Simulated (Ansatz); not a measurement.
## SiC: pressure series

The reference is SiC (space group P6_3mc, No. 186; a = 3.094 Å, c = 10.129 Å).

Cell and atoms are relaxed at each pressure.

All numbers come from PBE (Ansatz, a quantum-chemistry and plane-wave program; PAW; 420 eV plane waves; no SOC).

Notes on the quantities. enthalpy: H = E + PV relative to the base's energy.

| case | width of the top valence band | enthalpy | smallest direct gap | shortest interatomic distance |
|---|---|---|---|---|
| base | 2.42 eV | – | 3.34 eV | 1.893 Å |
| pressure −2 GPa | 2.41 eV | -0.13 eV/atom | 3.34 eV | 1.899 Å |
| pressure −1 GPa | 2.42 eV | -0.07 eV/atom | 3.34 eV | 1.896 Å |
| pressure 0.9 GPa | 2.43 eV | +0.06 eV/atom | 3.34 eV | 1.891 Å |
| pressure 2.1 GPa | 2.44 eV | +0.14 eV/atom | 3.35 eV | 1.887 Å |
| pressure 4.5 GPa | 2.45 eV | +0.29 eV/atom | 3.35 eV | 1.881 Å |
| pressure 9 GPa | 2.48 eV | +0.58 eV/atom | 3.36 eV | 1.869 Å |
| pressure 15 GPa | 2.52 eV | +0.95 eV/atom | 3.37 eV | 1.854 Å |
| pressure 22.5 GPa | 2.56 eV | +1.41 eV/atom | 3.38 eV | 1.838 Å |
| pressure 30 GPa | 2.59 eV | +1.85 eV/atom | 3.38 eV | 1.823 Å |

Load acts through the strain it causes; cell and atoms are relaxed under it. Stability against distortions was not tested. No other phases were tried under pressure.
